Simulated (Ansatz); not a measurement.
Input and report of a finite-temperature phonon run in Ansatz (PBE). The cell is fixed at its relaxed static size. Melting and transitions to other phases are not modelled. An odd repeat of the supercell leaves out some zone-boundary points, where instabilities often lie.

Ansatz 0.2 input:
```yaml
crystal:
  lattice:
    - [0.0, 2.5975002449, 2.5975002449]
    - [2.5975002449, 0.0, 2.5975002449]
    - [2.5975002449, 2.5975002449, 0.0]
  atoms:
    - { symbol: O, position: [0.0, 0.0, 0.0] }
    - { symbol: Sr, position: [0.5, 0.5, 0.5] }
kpoints:
  mp_grid: { grid: [6, 6, 6] }
hamiltonian:
  xc: pbe
  pseudopotentials: { kind: paw }
scf:
  occupations: { method: fixed }
phonons:
  supercell: [3, 3, 3]
  self_consistent:
    temperatures: [300, 1500]
    max_frequency_error: 3.0
    max_frames: 240
checkpoint:
  write: run
output:
  stress: true
```

```
--- Phonons at temperature: the self-consistent harmonic approximation ---
  24 frames of 54 atoms (3×3×3 cells), in populations of 8, 8 at 1500 K and 8 at 300 K: nothing lacks frames
  of 24 their SCF's own steps read whether they stand on a minimum of the electronic energy; no probe, look outside the group or whole filling of a shell is made of a frame, whatever scf.lower_state_search; one on another minimum than the …
  at 300 K
    the largest error of a frequency is 0.05 times what was asked for; the fitted model misses 2.3 % of the forces, every mode counted alike and far frames for less, of frames that it was not fitted to; the frames count as 8.0 of this …
    softest of the free energy's second derivatives: 88.20 ± 0.08 cm⁻¹ at q 0.3333 0.3333 0.3333; not told ahead of this temperature's last population
    the crystal stands in this phase at this temperature, as far as these wave vectors tell
    the ions' mean positions are those at rest
    free energy -4114.631841 ± 0.000026 eV a cell, of which vibrations -0.003094; entropy 54.285 ± 0.010 J/(mol·K) of cells
      by the supercell's own 159 modes alone, which lack the rigid motions: not to be laid beside figures on a mesh. There are none: the force constants hold no dipole–dipole term between the supercell's wave vectors
      the supercell's own free energy is the best Gaussian's, an upper bound on the crystal's: what lies beyond it on the fitted surface stands below, to be added
    pressure 1.2177 ± 0.0043 GPa; at rest 0.0023, so that the ions' motion makes +1.2154
      stress (GPa, positive in compression): xx 1.2177 ± 0.0043, yy 1.2177 ± 0.0043, zz 1.2177 ± 0.0043, yz -0.0000 ± 0.0000, xz 0.0000 ± 0.0000, xy 0.0000 ± 0.0000
      by the supercell's own 159 modes alone, which lack the rigid motions: in the warmth about 1/54 of what the motion makes, which no ± holds; not to be laid beside figures on a mesh
    beyond the Gaussian, in the hollow that it stands in and those that the ions reach from there, by exact statistics on the surface that is fitted to the frames (rings of 6 beads):
      free energy -0.001369 ± 0.000047 eV a cell
      leaving out a pair of frames, or group of many, changes the fitted energy by up to 0.02 k_B T, T the rings' temperature (one standard deviation); of these ± those of the frequencies lack the bias that few frames leave, and those of …
      pressure +0.0349 ± 0.0034 GPa; with it, by the rings' own mean, 1.2525 ± 0.0038, so that the ions' motion makes +1.2502: by the supercell's own 159 modes alone, as the Gaussian's
      mean square displacement, over the three axes, of site 0 from 0, O, the most changed: 0.02248 ± 0.00006 Å², of which +0.00117 beyond the Gaussian's
      softest frequency by how far the rings' centres move (above zero always: no sign of whether the crystal stands): 88.06 ± 0.13 cm⁻¹ at q 0.0000 0.0000 0.6667
    frequencies (cm⁻¹; below zero: imaginary; ±: error) of the harmonic crystal, of the Gaussian, of the free energy's second derivatives, each in its own ascending order
      q 0.0000 0.0000 0.0000
           189.22      205.57 ±  0.26      196.54 ±  0.38
           189.22      205.57 ±  0.26      196.54 ±  0.38
           189.22      205.57 ±  0.26      196.54 ±  0.38
      q 0.0000 0.0000 0.3333, and 7 like it
            88.45       92.25 ±  0.07       88.20 ±  0.08
            88.45       92.25 ±  0.07       88.20 ±  0.08
           186.28      187.45 ±  0.13      184.64 ±  0.14
           241.91      251.81 ±  0.09      242.59 ±  0.46
           241.91      251.81 ±  0.09      242.59 ±  0.46
           423.84      429.41 ±  0.25      422.35 ±  0.40
      q 0.0000 0.3333 0.3333, and 5 like it
           107.77      107.53 ±  0.06      106.69 ±  0.06
           107.77      107.53 ±  0.06      106.69 ±  0.06
           165.68      171.86 ±  0.11      167.33 ±  0.24
           218.06      231.58 ±  0.12      224.19 ±  0.27
           218.06      231.58 ±  0.12      224.19 ±  0.27
           359.19      363.20 ±  0.20      356.35 ±  0.21
      q 0.0000 0.3333 0.6667, and 11 like it
           112.06      115.67 ±  0.04      112.03 ±  0.11
           158.52      162.63 ±  0.03      159.86 ±  0.06
           175.39      178.16 ±  0.07      174.59 ±  0.09
           249.05      258.40 ±  0.18      250.01 ±  0.49
           274.95      281.95 ±  0.23      277.26 ±  0.25
           342.88      349.34 ±  0.21      341.44 ±  0.50
  at 1500 K
    the largest error of a frequency is 0.15 times what was asked for; the fitted model misses 2.6 % of the forces, every mode counted alike and far frames for less, of frames that it was not fitted to; the frames count as 9.3 of this …
    softest of the free energy's second derivatives: 86.41 ± 0.33 cm⁻¹ at q 0.3333 0.0000 0.0000; not told ahead of this temperature's last population
    the crystal stands in this phase at this temperature, as far as these wave vectors tell
    the ions' mean positions are those at rest
    free energy -4115.878313 ± 0.000368 eV a cell, of which vibrations -1.249567; entropy 127.753 ± 0.059 J/(mol·K) of cells
      by the supercell's own 159 modes alone, which lack the rigid motions: not to be laid beside figures on a mesh. There are none: the force constants hold no dipole–dipole term between the supercell's wave vectors
      the supercell's own free energy is the best Gaussian's, an upper bound on the crystal's: what lies beyond it on the fitted surface stands below, to be added
    pressure 4.7749 ± 0.0356 GPa; at rest 0.0023, so that the ions' motion makes +4.7726
      stress (GPa, positive in compression): xx 4.7749 ± 0.0356, yy 4.7749 ± 0.0356, zz 4.7749 ± 0.0356, yz 0.0000 ± 0.0000, xz -0.0000 ± 0.0000, xy 0.0000 ± 0.0000
      by the supercell's own 159 modes alone, which lack the rigid motions: in the warmth about 1/54 of what the motion makes, which no ± holds; not to be laid beside figures on a mesh
    beyond the Gaussian, in the hollow that it stands in and those that the ions reach from there, by exact statistics on the surface that is fitted to the frames (rings of 2 beads):
      8 configuration(s) of the rings are solved and fitted beside the frames
      free energy -0.028342 ± 0.000871 eV a cell
      leaving out a pair of frames, or group of many, changes the fitted energy by up to 0.04 k_B T, T the rings' temperature (one standard deviation); of these ± those of the frequencies lack the bias that few frames leave, and those of …
      pressure +0.4275 ± 0.0368 GPa; with it, by the rings' own mean, 5.2005 ± 0.0428, so that the ions' motion makes +5.1982: by the supercell's own 159 modes alone, as the Gaussian's
      mean square displacement, over the three axes, of site 0 from 0, O, the most changed: 0.10375 ± 0.00050 Å², of which +0.01943 beyond the Gaussian's
      softest frequency by how far the rings' centres move (above zero always: no sign of whether the crystal stands): 85.09 ± 0.31 cm⁻¹ at q 0.6667 0.6667 0.6667
    frequencies (cm⁻¹; below zero: imaginary; ±: error) of the harmonic crystal, of the Gaussian, of the free energy's second derivatives, each in its own ascending order
      q 0.0000 0.0000 0.0000
           189.22      242.70 ±  1.03      205.78 ±  1.74
           189.22      242.70 ±  1.03      205.78 ±  1.74
           189.22      242.70 ±  1.03      205.78 ±  1.74
      q 0.0000 0.0000 0.3333, and 7 like it
```

Cost: about 70 core-minutes (a rough figure).

Ansatz is a program for electronic structure.
